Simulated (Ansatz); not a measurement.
A computed series for LaWN3: pressure series

Start from LaWN₃ (space group Amm2, No. 38; a = 3.9687 Å, b = 7.8197 Å, c = 8.1869 Å; a cell from a computed database, its experimental status unchecked).

Cell and atoms are relaxed at each pressure.

Computed with plane-wave PAW DFT at the PBEsol level (Ansatz, a quantum-chemistry and plane-wave program, 420 eV), scalar-relativistic without spin-orbit coupling.

Notes on the quantities. enthalpy: H = E + PV relative to the base's energy.

| change | volume per atom | enthalpy |
|---|---|---|
| base | 12.70 Å³ | – |
| pressure −2 GPa | 12.89 Å³ | -0.16 eV/atom |
| pressure −1 GPa | 12.79 Å³ | -0.08 eV/atom |
| pressure 0.3 GPa | 12.68 Å³ | +0.02 eV/atom |
| pressure 0.7 GPa | 12.65 Å³ | +0.06 eV/atom |
| pressure 1.5 GPa | 12.59 Å³ | +0.12 eV/atom |
| pressure 3 GPa | 12.49 Å³ | +0.24 eV/atom |
| pressure 5 GPa | 12.37 Å³ | +0.39 eV/atom |
| pressure 7.5 GPa | 12.23 Å³ | +0.58 eV/atom |
| pressure 10 GPa | 12.10 Å³ | +0.77 eV/atom |

Load acts through the strain it causes; cell and atoms are relaxed under it. Stability against distortions was not tested. Competing high-pressure phases were not computed. All final runs are without spin polarisation.
